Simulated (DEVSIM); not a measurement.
Device: Mo/SiO2/p-Si capacitor, at 300 K.

```tsv
layer (left to right)	material	thickness (nm)	Na (cm⁻³)
1	SiO2	9.80	-
2	Si	1300	1.9e17
```

Metal gate on the left, work function 4.6 eV. Fixed charge at the semiconductor interface -1.1e10 cm⁻² (in units of +e); interface traps 1.6e11 cm⁻² eV⁻¹, uniform in energy, neutral level at 0.3 of the gap above the valence band.

This is a model device: material constants are rounded textbook-type values typed into the input, and sizes, dopings and lifetimes were drawn at random. Values at 300 K.

```
parameter      SiO2       Si
-------------  ----  -------
gap (eV)          9    1.124
affinity (eV)   0.9     4.05
permittivity    3.9     11.7
Nc (cm⁻³)         -  2.86e19
Nv (cm⁻³)         -   3.1e19
```

Simulated with DEVSIM: 1D Poisson equation in equilibrium, Boltzmann statistics, complete ionisation; no quantum confinement or tunnelling. Metal contacts follow the ideal Schottky-Mott rule: no Fermi-level pinning, no interface dipoles.

### Question
Tabulate band edges, carrier densities and field at 0.6 V on the gate.

### Answer
Energies count from the Fermi level of the right contact; mesh points crowd at the junctions.

```tsv
x (μm)	Ec (eV)	Ev (eV)	n (cm⁻³)	p (cm⁻³)	field (V/cm)
0.000	3.100	-5.900	< 1e2	< 1e2	540000
0.001099	3.159	-5.841	< 1e2	< 1e2	540000
0.002986	3.260	-5.739	< 1e2	< 1e2	540000
0.006096	3.428	-5.572	< 1e2	< 1e2	540000
0.008785	3.572	-5.428	< 1e2	< 1e2	540000
0.009840	0.477	-0.647	2.8e11	4.2e8	170000
0.01108	0.498	-0.626	1.2e11	9.4e8	170000
0.01517	0.563	-0.561	9.9e9	1.2e10	150000
0.02192	0.660	-0.464	2.3e8	5.1e11	130000
0.03568	0.817	-0.307	540000	2.2e14	94000
0.06368	0.970	-0.154	1500	8.0e16	21000
0.1555	0.992	-0.132	610	1.9e17	≈ 0
0.3075	0.992	-0.132	610	1.9e17	≈ 0
0.6169	0.992	-0.132	610	1.9e17	≈ 0
1.032	0.992	-0.132	610	1.9e17	≈ 0
1.178	0.992	-0.132	610	1.9e17	≈ 0
1.246	0.992	-0.132	610	1.9e17	≈ 0
1.279	0.992	-0.132	610	1.9e17	≈ 0
1.298	0.992	-0.132	610	1.9e17	≈ 0
1.305	0.992	-0.132	610	1.9e17	≈ 0
1.308	0.992	-0.132	610	1.9e17	≈ 0
1.310	0.992	-0.132	610	1.9e17	≈ 0
```
